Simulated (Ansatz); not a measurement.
W_Si in 4H silicon carbide: one set of geometries, relaxed with PBE, evaluated in Ansatz (PAW, plane waves to 420 eV, 500 eV under r2SCAN) with PBE, r2SCAN.

Details: 96-site cell; 2×2×2 shifted k-points; start: the Si(k) site; charged states image-corrected; no spin–orbit coupling; corrections pass 1 eV, so highly charged states may be off by several tenths; flagged in the runs: a host whose relaxation on this sampling wasn't shown to rest.

```json
[
 {"quantity": "host gap (eV)", "PBE": "2.23", "r2SCAN": "(withheld)"},
 {"quantity": "ε(+2/+1) above the VBM (eV)", "PBE": "0.70", "r2SCAN": "(withheld)"},
 {"quantity": "ε(+1/0) above the VBM (eV)", "PBE": "1.29", "r2SCAN": "(withheld)"},
 {"quantity": "largest moment on one atom at charge +1 (μB)", "PBE": "0.35", "r2SCAN": "(withheld)"},
 {"quantity": "neutral formation energy against silicon, bcc W (eV)", "PBE": "4.52", "r2SCAN": "(withheld)"},
 {"quantity": "largest moment on one atom at charge 0 (μB)", "PBE": "0.70", "r2SCAN": "(withheld)"}
]
```

Given the lower rungs, what does r2SCAN give?


- host gap (eV), r2SCAN: 2.59
- ε(+2/+1) above the VBM (eV), r2SCAN: 0.74
- ε(+1/0) above the VBM (eV), r2SCAN: 1.32
- largest moment on one atom at charge +1 (μB), r2SCAN: 0.38
- neutral formation energy against silicon, bcc W (eV), r2SCAN: 4.40
- largest moment on one atom at charge 0 (μB), r2SCAN: 0.76

Ansatz is a program for electronic structure.
